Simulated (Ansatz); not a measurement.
Effect of tensor shear ε_xy = +0.29 % on AlRu

Base system: AlRu in the CsCl type structure (space group Pm-3m, No. 221; a = 2.977 Å; relaxed with 0.1 eV smearing). Axes: x, y, z lie along the cube axes.

Modification: a pure shear with ε_xy = ε_yx = 0.0029, atoms relaxed at fixed cell.

Computed with PBEsol/PAW in Ansatz (a program for electronic structure), without spin-orbit coupling. Γ-centred 19×19×19 mesh, Fermi–Dirac width 0.1 eV.

* **Volume per atom**: 13.19 Å³ (base 13.19 Å³)
* **Space group**: Cmmm (No. 65) (base Pm-3m (No. 221))
* **Energy relative to the base (free energy F)**: +0.2 meV/atom
* **Pressure (mean of the normal stresses, compression positive)**: 0.0 GPa (base 0.0 GPa)
* **Band gap**: zero (base zero)
* **Stress (xx, yy, zz, yz, xz, xy; compression positive)**: (0.0, 0.0, 0.0, 0.0, 0.0, -0.8) GPa

Final structure:

```
AlRu
1.0
    2.97703     0.00863     0.00000
    0.00863     2.97703     0.00000
    0.00000     0.00000     2.97703
Al Ru
1 1
Cartesian
  1.49283   1.49283   1.48852
  0.00000   0.00000   0.00000
```

The cells carry an imposed strain or load. No phonon test of stability was made. The final runs are not spin-polarised.
